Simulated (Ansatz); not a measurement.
Levels about the gap of amorphous Si₂₄O₄₇ (71 atoms in a cell of 1077 Å³, 2.20 g/cm³; zone centre alone, so wide bands show as single levels with stretches between that a denser mesh fills), at the geometry that PBE relaxed, where it gives 0.0 GPa on a denser mesh. The participation number counts the atoms over which a state spreads; weights are charges in smoothed Voronoi cells. The levels come from a single point, so bond lengths are those of that geometry. Method of the levels: PBE, scalar-relativistic without spin-orbit coupling (Ansatz, a quantum-chemistry and plane-wave program). Sampling: the zone centre alone; Fermi-Dirac width 0.02 eV; no spin polarisation. The usual formal charges leave 2 electrons over, so the level spacing at the Fermi energy parts defect or band states and needn't be the band gap. At PBE the levels at the filled edge of the gap are localised (band-tail or defect states), and the nearest spread-out levels lie 5.3 eV apart at the zone centre.

It comes from a melt-quench run on a machine-learned potential (CHGNet), relaxed afterwards by DFT. O atoms were pushed apart under 1.9 Å during the dynamics, to hinder bonds among them. The hot cell started wider than the set density and was brought back towards it in steps. It is the lowest in DFT energy of 2 quenches. It is a model cell: composition and starting density were chosen by hand, and all elements were melted together. No dispersion term was used. Its density started from a set value of 2.25 and ended at 2.20 g/cm³. Cooling (nominally 150 K/ps over its main leg) ran many orders faster than in experiment, which tends to leave more defects and strain. One small periodic cell is one sample of the glass; other quenches scatter about these values. The volume was free in the relaxation, at fixed shape. Stress components on the final sampling reach 1.7 GPa.

```
E - E(highest filled), eV  filling  participation number        largest on  weight O  weight Si
-------------------------  -------  --------------------  ----------------  --------  ---------
-2.56                       filled                  25.4   O, 2 neighbours      0.96       0.04
-2.47                       filled                  18.8   O, 2 neighbours      0.95       0.05
-2.29                       filled                  12.9   O, 2 neighbours      0.95       0.05
-2.22                       filled                   9.5   O, 2 neighbours      0.95       0.05
-2.00                       filled                   4.1   O, 2 neighbours      0.94       0.06
-1.93                       filled                   4.3   O, 2 neighbours      0.96       0.04
0.00                        filled                   6.1  Si, 4 neighbours      0.49       0.51
2.84                         empty                  44.7   O, 3 neighbours      0.69       0.31
4.08                         empty                  27.5  Si, 4 neighbours      0.63       0.37
4.40                         empty                  32.9  Si, 5 neighbours      0.57       0.43
4.54                         empty                  34.6  Si, 5 neighbours      0.60       0.40
4.69                         empty                  50.6  Si, 4 neighbours      0.65       0.35
4.74                         empty                  30.4  Si, 4 neighbours      0.64       0.36
5.11                         empty                  32.2  Si, 4 neighbours      0.63       0.37
```

Most localised among these is the filled level at -2.00 eV, on a O atom, which has 2 neighbours (Si 1.61 Å, Si 1.77 Å).
